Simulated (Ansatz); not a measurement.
Consider the following.

```
CELL_PARAMETERS angstrom
      0.00000     2.74493     2.74493
      2.74493     0.00000     2.74493
      2.74493     2.74493     0.00000
ATOMIC_POSITIONS crystal
  Ba 0.00000 0.00000 0.00000
  O  0.50000 0.50000 0.50000
```

A single point on BaO, its geometry relaxed with PBEsol.

Computed with PBEsol (Ansatz, a program for electronic structure; PAW; 420 eV plane waves; with spin-orbit coupling). k-mesh 10×10×10 (Γ-centred); smearing 0.05 eV (Fermi–Dirac).

Question: Predict the electron mass.

Answer: 1.2 mₑ along k, 0.38 mₑ across (at X).

Question: What is the computed pressure?

Answer: -0.02 GPa.

Single points use the geometry relaxed with PBEsol. The levels and masses belong to the bands next to the band gap. Effective masses come from finite differences of ±0.01 Å⁻¹. Along k means along the line from Γ to the band edge. No phonon test of stability was made. The cell is BaO in the rock salt structure (space group Fm-3m, No. 225).
